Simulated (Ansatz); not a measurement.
Consider CeO$_{2}$ in the CdI2 type structure (space group P-3m1, No. 164; a = 3.5682 Å, c = 4.3317 Å; a hypothetical phase, not in the database extracts checked).

Level of theory: Kohn–Sham DFT with the PBEsol-D3(BJ) functional, run in Ansatz (a first-principles code) with PAW and 420 eV plane waves, scalar-relativistic without spin-orbit coupling, earlier PAW set.

For the base:

| Item | Value |
|---|---|
| Band gap | 2.27 eV |
| Gap character | indirect, k = (0, 0.364, -1/2) in the run's primitive reciprocal basis → A |

The change: an isotropic linear strain of +5.39 %, atoms relaxed at fixed cell.

Q: What does the calculation give for the band gap and gap character after the change?

A: The band gap decreases by 0.365 eV to 1.90 eV; the gap character goes from indirect, k = (0, 0.364, -1/2) in the run's primitive reciprocal basis → A to indirect, H–A (29 % along) → A.

Whether these cells are dynamically stable was not tested. Starting moments died away, wholly or in part, for the base; another magnetic solution may exist. All final runs are without spin polarisation.
